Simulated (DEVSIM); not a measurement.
System: abrupt Si p-n junction, at 300 K.

```tsv
layer (left to right)	material	thickness (μm)	Nd (cm⁻³)	Na (cm⁻³)	τn (s)	τp (s)
1	Si	0.650	-	2e16	5.5e-7	5.5e-7
2	Si	32.0	1.5e17	-	5.5e-7	5.5e-7
```

Left contact: ohmic. Right contact: ohmic. Voltage is applied to the left contact. Recombination: SRH at mid-gap. Mobility is μmin + (μ − μmin)/(1 + (N/Nref)^α).

This is a model device: material constants are rounded textbook-type values typed into the input, and sizes, dopings and lifetimes were drawn at random. Values at 300 K.

```csv
parameter,Si
gap (eV),1.124
affinity (eV),4.05
permittivity,11.7
Nc (cm⁻³),2.86e19
Nv (cm⁻³),3.1e19
μn (cm²/Vs),1417
μp (cm²/Vs),470
"μn,min",52
"μp,min",45
"Nref,n",9.7e16
"Nref,p",2.2e17
αn,0.68
αp,0.72
```

Simulated with DEVSIM: 1D drift-diffusion, Boltzmann statistics, complete ionisation; no tunnelling, impact ionisation, image-force lowering or self-heating.

The thickness of layer 1 was swept, all else fixed.

```
thickness of layer 1 (μm)  dark forward voltage at 1 A/cm² (V)  largest field in the device at zero bias (V/cm)  dark forward voltage at 100 A/cm² (V)
-------------------------  -----------------------------------  -----------------------------------------------  -------------------------------------
0.13                                                (withheld)                                       (withheld)                             (withheld)
0.23                                                     0.515                                            64000                                  0.665
0.39                                                     0.538                                            64000                                  0.685
0.65                                                     0.555                                            64000                                  0.698
1.1                                                      0.571                                            64000                                  0.716
2                                                        0.588                                            64000                                  0.733
3.2                                                      0.600                                            64000                                  0.745
```

Some entries are withheld; supply them.


- 0.13, dark forward voltage at 1 A/cm² (V): 0.478
- 0.13, largest field in the device at zero bias (V/cm): 71000
- 0.13, dark forward voltage at 100 A/cm² (V): 0.636
